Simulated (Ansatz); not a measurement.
**C: pressure series**

Base system: C in the graphite type structure (space group P6_3/mmc, No. 194; a = 2.455 Å, c = 6.671 Å; layered, stacked along the Cartesian z axis).

Cell and atoms are relaxed at each pressure.

Calculations: Ansatz (a first-principles code) r2SCAN+rVV10, scalar-relativistic without spin-orbit coupling.

```json
[
 {"pressure (GPa)": "-2", "volume per atom (Å³/atom)": "9.478"},
 {"pressure (GPa)": "-1", "volume per atom (Å³/atom)": "8.974"},
 {"pressure (GPa)": "0", "volume per atom (Å³/atom)": "8.708"},
 {"pressure (GPa)": "0.3", "volume per atom (Å³/atom)": "8.643"},
 {"pressure (GPa)": "0.7", "volume per atom (Å³/atom)": "8.565"},
 {"pressure (GPa)": "1.5", "volume per atom (Å³/atom)": "8.428"},
 {"pressure (GPa)": "3", "volume per atom (Å³/atom)": "8.220"},
 {"pressure (GPa)": "7.5", "volume per atom (Å³/atom)": "?"},
 {"pressure (GPa)": "10", "volume per atom (Å³/atom)": "7.608"}
]
```

### Question
Fit the third-order Birch–Murnaghan form P(V) = (3B₀/2)[(V₀/V)^(7/3) − (V₀/V)^(5/3)]·[1 + (3/4)(B₀′ − 4)((V₀/V)^(2/3) − 1)] (squares taken in P) to the rows shown and predict the withheld row.

### Answer
Least squares on the printed values gives V₀ = 8.709 Å³/atom, B₀ = 38.6 GPa, B₀′ = 10.6; this predicts 7.784 Å³/atom, and the run gives 7.786 Å³/atom, 0.002 higher.

Measured bulk modulus of C: 33.8 GPa (room temperature; as listed in Wengen Ouyang et al., Journal of Chemical Theory and Computation (2019)); the computed value is for a static lattice, so the two differ by thermal effects too.

A case with no gap was solved on a k-mesh chosen for an insulator, which is coarse for it. Load acts through the strain it causes; cell and atoms are relaxed under it. Whether these cells are dynamically stable was not tested. No other phases were tried under pressure.
